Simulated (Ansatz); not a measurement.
Consider the following.

```
CELL_PARAMETERS angstrom
     -3.33945     3.33945     3.02689
      3.33945    -3.33945     3.02689
      3.33945     3.33945    -3.02689
ATOMIC_POSITIONS crystal
  O  0.13447 0.31770 0.81677
  O  0.61553 0.93230 0.68323
  O  0.24907 0.93230 0.31677
  O  0.50093 0.31770 0.18323
  O  0.68230 0.86553 0.18323
  O  0.06770 0.75093 0.68323
  O  0.06770 0.38447 0.31677
  O  0.68230 0.49907 0.81677
  Si 0.50000 0.50000 0.00000
  Si 0.25000 0.75000 0.50000
  Hf 0.75000 0.25000 0.50000
  Hf 0.00000 0.00000 0.00000
```

No spin polarisation.

The values are results of PBEsol (Ansatz, an electronic-structure program, PAW, no SOC), not measurements. Settings: 6×6×6 k-points, 0.05 eV Fermi–Dirac smearing.

What space group does the calculation give?

I4_1/amd (No. 141).

Predict the pressure (mean of the normal stresses, compression positive).

-9.19 GPa.

The cells carry an imposed strain or load. Stability against distortions was not tested. The cell was made from HfSiO4 (space group I4_1/amd, No. 141) by this change: isotropic strain +1.47 %.
